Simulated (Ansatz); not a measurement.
Reference: LiH (Fm-3m), r2SCAN, rigid bands (plane waves, PAW, scalar-relativistic; Ansatz, an electronic-structure program); geometry: cell and atoms relaxed with PBEsol.

```cif
data_H4Li4
_chemical_formula_sum 'Li4 H4'
_space_group_name_H-M_alt 'Fm-3m'
_space_group_IT_number 225
_space_group_name_Hall '-F 4 2 3'
_cell_length_a 3.97992
_cell_length_b 3.97992
_cell_length_c 3.97992
_cell_angle_alpha 90.000
_cell_angle_beta 90.000
_cell_angle_gamma 90.000
loop_
_atom_site_label
_atom_site_type_symbol
_atom_site_symmetry_multiplicity
_atom_site_Wyckoff_symbol
_atom_site_fract_x
_atom_site_fract_y
_atom_site_fract_z
_atom_site_occupancy
Li1 Li 4 a 0.00000 0.00000 0.00000 1
H1 H 4 b 0.50000 0.50000 0.50000 1
```
(The calculation used a cell of 2 atoms; values per cell refer to that cell.)

- band gap = 3.62 eV
- electron conductivity mass = 0.31 mₑ
- hole conductivity mass = 0.49 mₑ
- Seebeck coefficient, n-type 1e19 cm⁻³ = -302 μV/K

Question: Swap Li for Na, keeping the structure type. How do these values move?

Answer: NaH (Fm-3m): volume per atom 7.9 to 13.8 Å³; band gap rises (3.62 eV to 4.40 eV); electron conductivity mass rises (0.31 mₑ to 0.48 mₑ); hole conductivity mass rises (0.49 mₑ to 1.58 mₑ); Seebeck coefficient, n-type 1e19 cm⁻³ rises in size (-302 μV/K to -352 μV/K).

Question: Swap Li for Cs, keeping the structure type. How do these values move?

Answer: CsH (Fm-3m): volume per atom 7.9 to 30.6 Å³; band gap falls (3.62 eV to 2.61 eV); electron conductivity mass rises (0.31 mₑ to 0.47 mₑ); hole conductivity mass rises (0.49 mₑ to 0.76 mₑ); Seebeck coefficient, n-type 1e19 cm⁻³ rises in size (-302 μV/K to -318 μV/K).

Question: Replace H by Cl on the same sites and relax. What happens?

Answer: LiCl (Fm-3m): volume per atom 7.9 to 16.2 Å³; band gap rises (3.62 eV to 7.47 eV); electron conductivity mass rises (0.31 mₑ to 0.48 mₑ); hole conductivity mass rises (0.49 mₑ to 1.74 mₑ); Seebeck coefficient, n-type 1e19 cm⁻³ falls in size (-302 μV/K to -256 μV/K).

Moves up to 5 % count as about the same. Masses are for dilute carriers at 300 K, harmonic means over directions unless an axis is named. Seebeck coefficients are for the stated density at 300 K, with one relaxation time for all states and whether or not that doping can be reached. Spin-orbit coupling is left out.

Formula and space group known from diffraction (Crystallography Open Database), not checked to be the room-temperature form: CsH (Fm-3m).
